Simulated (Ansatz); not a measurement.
The starting structures come from a database of crystals and need not be the phases stable at ambient conditions.

By PBEsol, the system below comes out a metal.

Without scattering a metal conducts by its projected Fermi surface.

Consider the following.

```
Pt
1.0
    2.74395     0.00000     0.00000
   -0.91465     2.58702     0.00000
    0.91465     1.29351     2.30764
Pt
1
Direct
  0.00000   0.00000   0.00000
```

Space group of this cell: Fmmm. The cell is strained (lengths along the current scaled by 1.03, ions clamped); by PBEsol its mean pressure is -16.6 GPa.

The current flows along the normal of the first two printed cell vectors. No spin-orbit coupling; the value is a mean over 0.1 eV about the Fermi level.

Q: Estimate the ballistic conductance per area that PBEsol in Ansatz (a quantum-chemistry and plane-wave program) returns for this system.

A: 1.6 × 10¹⁵ S/m² for both spins.
